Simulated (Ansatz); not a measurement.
Input and output of a self-consistent single point for SnSe (P4mm, 4 atoms in the cell) (Ansatz, an electronic-structure program).

Method: LDA (PW92), default PAW files made with PBE (plane waves; Ansatz).

The change in words: 1 x 1 x 1 supercell, one Sn atom moved by 0.02 angstrom along z. Reference geometry:
```xyz
4
Lattice="4.2982 0.0000 0.0000 0.0000 4.2982 0.0000 0.0000 0.0000 11.0237" Properties=species:S:1:pos:R:3 pbc="T T T"
Sn     2.1491     0.0000     4.1033
Sn     0.0000     2.1491     6.9203
Se     2.1491     0.0000     6.7910
Se     0.0000     2.1491     4.2326
```

Reference input (self-consistent single point, DFT, LDA (PW92), plane waves, default PAW files made with PBE): basis.ecutwfc = 420 eV; kpoints.mp_grid.grid = 6 6 3; hamiltonian.xc = lda; hamiltonian.pseudopotentials = {kind: paw} (the program's default PAW files); scf.occupations.method = fermi_dirac; scf.occupations.width = 0.05 eV. This run's input differs from it in these lines:

```diff
@@ -8,3 +8,3 @@
     - { symbol: Sn, position_ang: [2.14909300, 0.00000000, 4.10333771] }
-    - { symbol: Sn, position_ang: [0.00000000, 2.14909300, 6.92032429] }
+    - { symbol: Sn, position_ang: [0.00000000, 2.14909300, 6.94032122] }
     - { symbol: Se, position_ang: [2.14909300, 0.00000000, 6.79101674] }
```

Output, abridged:

```
SCF iter   1: F=—  HF=-22526.720595 eV  |F-HF|=—  |Δ(HF+E_count)|=         —  Δρ=3.92e-3  dr2=2.90e-2  ethr=1.77e-3  ⟨swp⟩=7.3  Hψ=3037  notcnv=0
all-band conjugate gradients solve this SCF's bands
preconditioner: auto → Resta (q_TF=auto, 2.226 Å⁻¹)
SCF iter   2: F=—  HF=-22526.709706 eV  |F-HF|=—  |Δ(HF+E_count)|=   1.09e-2  Δρ=1.87e-3  dr2=5.19e-3  ethr=4.84e-5  ⟨swp⟩=2.1  Hψ=1109  notcnv=0  defer=17
   [... lines left out ...]
SCF iter   5: F=—  HF=-22526.708290 eV  |F-HF|=—  |Δ(HF+E_count)|=   7.11e-5  Δρ=7.94e-5  dr2=2.02e-5  ethr=7.49e-7  ⟨swp⟩=2.0  Hψ=796  notcnv=0  defer=17
SCF iter   6: F=—  HF=-22526.708249 eV  |F-HF|=—  |Δ(HF+E_count)|=   4.09e-5  Δρ=2.54e-5  dr2=1.70e-6  ethr=3.37e-8  ⟨swp⟩=2.8  Hψ=1133  notcnv=0  defer=18
SCF iter   7: F=—  HF=-22526.708249 eV  |F-HF|=—  |Δ(HF+E_count)|=   4.87e-7  Δρ=1.18e-5  dr2=4.42e-7  ethr=2.83e-9  ⟨swp⟩=2.0  Hψ=1302  notcnv=0  defer=18
SCF iter   8: F=-22526.708249 eV  HF=-22526.708249 eV  |F-HF|=3.52e-8  |Δ(HF+E_count)|=   1.70e-7  Δρ=3.89e-6  dr2=2.78e-8  ethr=1.67e-10  ⟨swp⟩=7.5  Hψ=3691  notcnv=0
SCF 1 converged in 8 iterations: F = -22526.708249 eV  dr2 = 2.78e-8
Free energy (F): -22526.708249 eV
Internal energy: -22526.708249 eV  (E = F + TS)
E sigma→0 (E₀):  -22526.708249 eV
Entropy (-TS):   -0.000000 eV (-0.000 meV/atom)
Fermi energy:    2.826378 eV
--- Forces (eV/Å), atoms counted from 1 ---
  atom   1  Sn     0.00000000    -0.00000000     0.29576488
  atom   2  Sn    -0.00000000     0.00000000    -0.42019849
  atom   3  Se    -0.00000000     0.00000000    -0.06631968
  atom   4  Se     0.00000000    -0.00000000     0.19074182
--- Stress (GPa, compression-positive) ---
       -2.045394      -0.000000      -0.000000
       -0.000000      -2.045394      -0.000000
       -0.000000      -0.000000      -1.061173
  P = ⅓ Tr σ = -1.7173 GPa (-17.173 kbar)
  The stress holds the Pulay correction. Without it, at fixed plane waves, as pw.x and ABINIT print it: P = -1.7336 GPa
```

The run converged in 8 iterations. Against the reference run the free energy goes up by 1.8 meV/atom, the pressure hardly changes (-1.62 to -1.72 GPa), the largest force goes from 0.302 to 0.420 eV/Å and the gap on the mesh hardly changes (1.476 to 1.484 eV).

The starting cell comes from a database of computed structures (which also holds hypothetical and non-ambient phases and stackings), without a prior relaxation at this level. Its lattice was rescaled by up to half a per cent. For this run, on top of that: 1 x 1 x 1 supercell, one Sn atom moved by 0.02 angstrom along z. Ansatz's pressure includes its estimate of the finite-basis (Pulay) stress.

Keys are those of Ansatz 0.2.
